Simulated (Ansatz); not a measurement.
The starting structures come from a database of crystals and need not be the phases stable at ambient conditions.

Input:

```
CELL_PARAMETERS angstrom
      5.04219     0.00000     0.00000
      0.00000     8.54472     0.00000
      0.00000     0.00000     4.79451
ATOMIC_POSITIONS crystal
  Zn 0.35514 0.87636 0.07338
  Zn 0.64486 0.37636 0.42662
  Zn 0.14486 0.12364 0.57338
  Zn 0.85514 0.62364 0.92662
  H  0.82581 0.84512 0.25419
  H  0.17419 0.34512 0.24581
  H  0.67419 0.15488 0.75419
  H  0.32581 0.65488 0.74581
  H  0.36182 0.15801 0.03769
  H  0.63818 0.65801 0.46231
  H  0.13818 0.84199 0.53769
  H  0.86182 0.34199 0.96231
  O  0.68545 0.77529 0.18037
  O  0.31455 0.27529 0.31963
  O  0.81455 0.22471 0.68037
  O  0.18545 0.72471 0.81963
  O  0.38591 0.07973 0.88674
  O  0.61409 0.57973 0.61326
  O  0.11409 0.92027 0.38674
  O  0.88591 0.42027 0.11326
```

Space group of this cell: P2_12_12_1. The cell is taken as given.

Transport runs along the normal of the first two printed cell vectors.

The gap is the functional's own. No spin-orbit coupling. Mid-gap values are interpolated on the energy grid.

### Question
Estimate the band gap and the smallest decay constant κ at mid-gap that PBEsol (Ansatz, a quantum-chemistry and plane-wave program) returns for this system.

### Answer
Gap 3.00 eV on a 6×4×6 mesh; κ = 0.318 1/Å, at the zone centre.
